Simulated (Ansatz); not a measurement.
```
CELL_PARAMETERS angstrom
      2.88465     0.00000     0.00000
     -1.44232     2.49818     0.00000
      0.00000     0.00000     2.81142
ATOMIC_POSITIONS crystal
  W  0.00000 0.00000 0.00000
  C  0.66667 0.33333 0.50000
```

The run noted for some of its cells that some bands missed the eigensolver's tolerance. Spin-orbit coupling is not included.

**Question.** What linear thermal expansion coefficients do quasi-harmonic approximation on DFT at the LDA level (Ansatz, an electronic-structure program) give at 950 K, and what isobaric heat capacity per mole of formula units and Grüneisen parameter?

**Answer.** α in the basal plane = 5.2 × 10⁻⁶ K⁻¹; α along c = 4.9 × 10⁻⁶ K⁻¹; C_P = 49.6 J/(mol K); γ = 1.54. The crystal is held in this phase throughout; melting and phase transitions are not modelled.

The PAW data sets were generated under PBE and serve the other functionals too.
